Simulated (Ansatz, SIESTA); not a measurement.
## ScZn3 (P6_3/mmc, 8 atoms in the cell) computed with different codes at matched settings

Relaxation of cell and atoms.

```
ScZn3
1.0
    5.80685     0.00000     0.00000
   -2.90342     5.02888     0.00000
    0.00000     0.00000     4.28978
Sc Zn
2 6
Cartesian
  0.00000   3.35259   3.21733
  2.90343   1.67629   1.07244
  2.90342   3.44644   3.21733
  0.00000   1.58244   1.07244
 -1.53299   4.23766   1.07244
  4.43642   0.79122   3.21733
  1.37043   0.79122   3.21733
  1.53299   4.23766   1.07244
```

Shared settings, as Ansatz (an electronic-structure program) writes them: kpoints.mp_grid.grid = 5 5 5; scf.occupations.method = fermi_dirac; scf.occupations.width = 0.05 eV. Potentials and cutoffs stand in the table.

```csv
code,model,final volume (Å³/atom),cutoff
SIESTA,"LDA PW92, numerical atomic orbitals DZP, PseudoDojo LDA standard norm-conserving potentials (rewritten from UPF to PSML)",14.21,grid 400 Ry
Ansatz,"LDA (PW92), PAW files made with PBE",15.08,default
```

The spread over the programs that give each value: final volume within 0.87 Å³/atom.

SIESTA uses small atom-centred bases, whose incompleteness enters pressures, forces and empty levels differently from a plane-wave cutoff. The programs treat the finite-basis stress differently while the cell relaxes: Ansatz adds an estimate of it.

The starting cell comes from a database of computed structures (which also holds hypothetical and non-ambient phases and stackings), without a prior relaxation at this level. Its lattice was rescaled by a random factor within 2.5 % of one.

Keys are those of Ansatz 0.2.
